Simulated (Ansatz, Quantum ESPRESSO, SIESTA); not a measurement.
Code comparison for Nb2AsC (P1, 8 atoms in the cell)

Self-consistent single point, at a second geometry (atoms moved at random). First geometry:

```
CELL_PARAMETERS angstrom
      3.32535     0.00000     0.00000
     -1.66267     2.87983     0.00000
      0.00000     0.00000    11.81861
ATOMIC_POSITIONS crystal
  Nb 0.33333 0.66667 0.40533
  Nb 0.66667 0.33333 0.59467
  Nb 0.66667 0.33333 0.90533
  Nb 0.33333 0.66667 0.09467
  As 0.66667 0.33333 0.25000
  As 0.33333 0.66667 0.75000
  C  0.00000 0.00000 0.50000
  C  0.00000 0.00000 0.00000
```

Second geometry:
```yaml
crystal:
  lattice:
    - [3.32535, 0.00000, 0.00000]
    - [-1.66267, 2.87983, 0.00000]
    - [0.00000, 0.00000, 11.81861]
  atoms:
    - { symbol: Nb, position: [0.34031, 0.67363, 0.40914] }
    - { symbol: Nb, position: [0.68751, 0.33378, 0.59657] }
    - { symbol: Nb, position: [0.67735, 0.33620, 0.90503] }
    - { symbol: Nb, position: [0.32128, 0.67000, 0.09361] }
    - { symbol: As, position: [0.64171, 0.31609, 0.25354] }
    - { symbol: As, position: [0.33932, 0.67807, 0.74456] }
    - { symbol: C, position: [0.99966, 0.98592, 0.50095] }
    - { symbol: C, position: [0.99286, 0.00631, 0.99660] }
```

Shared settings, as Ansatz (a quantum-chemistry and plane-wave program) writes them: kpoints.mp_grid.grid = 8 8 2; scf.occupations.method = fermi_dirac; scf.occupations.width = 0.1 eV. Potentials and cutoffs stand in the table.

| code | model | ΔF from the first geometry (meV/atom) | pressure (GPa) | largest force (eV/Å) | cutoff |
|---|---|---|---|---|---|
| Ansatz | LDA (PW92), PAW files made with PBE | 19.1 | -4.72 | 1.155 | default |
| SIESTA | LDA PW92, numerical atomic orbitals DZP, PseudoDojo LDA standard norm-conserving potentials (rewritten from UPF to PSML) | 19.0 | -2.53 | 1.233 | grid 400 Ry |
| Quantum ESPRESSO | LDA (PZ), GBRV 1.5 ultrasoft (LDA) pseudopotentials | 19.0 | -4.40 | 1.172 | 40 Ry |

Size of the force on each atom (eV/Å): Sizes of forces hide their directions.

```tsv
code	Nb1	Nb2	Nb3	Nb4	As5	As6	C7	C8
Ansatz	0.768	0.913	0.800	0.257	0.739	1.155	0.785	0.618
SIESTA	0.761	1.097	0.774	0.269	0.769	1.233	0.815	0.637
Quantum ESPRESSO	0.757	0.952	0.782	0.248	0.747	1.172	0.785	0.619
```

On Ansatz's run: spin polarisation is off.

The spread over the programs that give each value: ΔF from the first geometry within 0.1 meV/atom; pressure within 2.19 GPa; largest force within 0.078 eV/Å.

SIESTA uses small atom-centred bases, whose incompleteness enters pressures, forces and empty levels differently from a plane-wave cutoff. Ansatz's pressure is given at a fixed set of plane waves, as the other plane-wave codes print theirs; with its correction for the finite basis it is -4.64 GPa. The same LDA comes in different parametrisations, which differ slightly. In the pressure, SIESTA (by 2.03) lies more than 1 GPa from the median of the plane-wave programs. In the force vectors, SIESTA (by 0.234) lies more than 0.08 eV/Å from the median of the plane-wave programs.

The starting cell comes from a database of computed structures (which also holds hypothetical and non-ambient phases and stackings), without a prior relaxation at this level. Its lattice was rescaled by a random factor within 2.5 % of one. For this run, on top of that: atoms moved at random.

Keys are those of Ansatz 0.2.
